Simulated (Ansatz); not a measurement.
Consider WC (space group P-6m2, No. 187; a = 2.8985 Å, c = 2.8277 Å). Axes: x lies along a and z along c of the hexagonal cell.

The values are results of plane-wave PAW DFT at the PBEsol level (Ansatz, a first-principles code, 420 eV), without spin-orbit coupling, not measurements.

Base values:

The pressure is 0.0 GPa.

Perturbation: uniaxial strain ε_xx = −2.22 %, all other strain components held at zero, atoms relaxed at fixed cell.

Task: What does the calculation give for the pressure after the change?

Result: The pressure (mean of the normal stresses, compression positive) goes from zero to 9.2 GPa.

Task: Predict the new energy relative to the base.

Result: The energy increases by 12 meV/atom.

Without a gap, meshes like the base's 18×18×16 leave anisotropic stresses uncertain by several tenths of a GPa, and small strain energies with them. No phonon test of stability was made. All final runs are without spin polarisation.
